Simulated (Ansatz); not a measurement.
The starting structures come from a database of crystals and need not be the phases stable at ambient conditions.

The decay constant κ of evanescent states in the gap governs leakage through a thin film.

```
LaClTe
1.0
    4.53795     0.00000     0.00000
    0.00000     9.46709     0.00000
    0.00000     0.00000     8.00043
La Te Cl
4 4 4
Cartesian
  3.40346   3.49118   1.90258
  1.13449   5.97591   6.09785
  1.13449   8.22472   2.09763
  3.40346   1.24237   5.90280
  3.40346   6.32903   3.69740
  1.13449   3.13806   4.30303
  1.13449   1.59549   0.30282
  3.40346   7.87160   7.69761
  3.40346   4.17205   6.92205
  1.13449   5.29504   1.07838
  1.13449   8.90560   5.07859
  3.40346   0.56149   2.92184
```

The cell is taken as given.

Transport runs along the normal of the first two printed cell vectors.

The gap is the functional's own, uncorrected, and κ follows it; spin-orbit coupling is left out. Mid-gap means the computed energy nearest the middle.

Problem. Estimate the band gap and the smallest decay constant κ at mid-gap that r2SCAN run with Ansatz (a quantum-chemistry and plane-wave program) returns for this system.

Solution. Gap 1.23 eV on a 8×4×4 mesh; κ = 0.239 1/Å, at the zone centre.
